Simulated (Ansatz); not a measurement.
The starting structures come from a database of crystals and need not be the phases stable at ambient conditions.

Tunnelling through a barrier is set by its complex band structure: the current falls as exp(−2κd) with the smallest κ.

Input:

```
CELL_PARAMETERS angstrom
      3.38795     0.00000     0.00000
      0.00000     5.63274     0.00000
      0.00000     0.00000     6.39154
ATOMIC_POSITIONS crystal
  Zr 0.75000 0.75154 0.10842
  Zr 0.25000 0.24846 0.89158
  Zr 0.25000 0.74846 0.60842
  Zr 0.75000 0.25154 0.39158
  O  0.25000 0.97802 0.34076
  O  0.75000 0.02198 0.65924
  O  0.75000 0.52198 0.84076
  O  0.25000 0.47802 0.15924
  O  0.25000 0.86074 0.92350
  O  0.75000 0.13926 0.07650
  O  0.75000 0.63926 0.42350
  O  0.25000 0.36074 0.57650
```

Space group of this cell: Pnma. The cell is strained (lengths along the current scaled by 0.97, ions clamped); by r2SCAN its mean pressure is -0.7 GPa.

Transport runs along the normal of the first two printed cell vectors.

The gap is the functional's own, uncorrected, and κ follows it; spin-orbit coupling is left out. Mid-gap values are interpolated between the computed energies.

Question: Predict the band gap and the smallest decay constant κ at mid-gap from r2SCAN (Ansatz, a first-principles code).

Answer: Gap 3.47 eV on a 10×6×6 mesh; κ = 0.450 1/Å, at the zone centre.
